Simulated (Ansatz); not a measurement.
The reference is Cu in the fcc (Cu type) structure (space group Fm-3m, No. 225; a = 3.518 Å; relaxed with 0.1 eV smearing). Axes: x, y, z lie along the cube axes.

Structures relaxed with Ansatz (a first-principles code), LDA, PAW, cutoff 420 eV, without spin-orbit coupling.

Base:

Simulated powder pattern, Cu Kα, λ = 1.54184 Å (kinematic, ideal powder, no thermal factors, no anomalous dispersion; the 8 strongest lines at most, above 2 %, up to 2θ = 90°):

| 2θ (°) | I/Imax (%) | hkl |
|---|---|---|
| 44.61 | 100 | (111) |
| 51.98 | 46 | (200) |
| 76.60 | 26 | (220) |

It is then changed as follows: a pure shear with ε_xy = ε_yx = 0.0200, atoms relaxed at fixed cell.

Where do the lines fall after the change?


Simulated powder pattern, Cu Kα, λ = 1.54184 Å (kinematic, ideal powder, no thermal factors, no anomalous dispersion; the 8 strongest lines at most, above 2 %, up to 2θ = 90°):

```tsv
2θ (°)	d (Å)	I/Imax (%)	hkl
44.00	2.058	100	(111)
45.25	2.004	92	(1 -1 1)
51.98	1.759	30	(002)
52.02	1.758	59	(200)
74.83	1.269	9.0	(220)
76.62	1.244	34	(202)
78.45	1.219	7.8	(2 -2 0)
```

The indices refer to the base's conventional cell; one index is shown for lines that coincide. The space group is now Immm (No. 71).

The cells carry an imposed strain or load. Stability against distortions was not tested. All final runs are without spin polarisation.
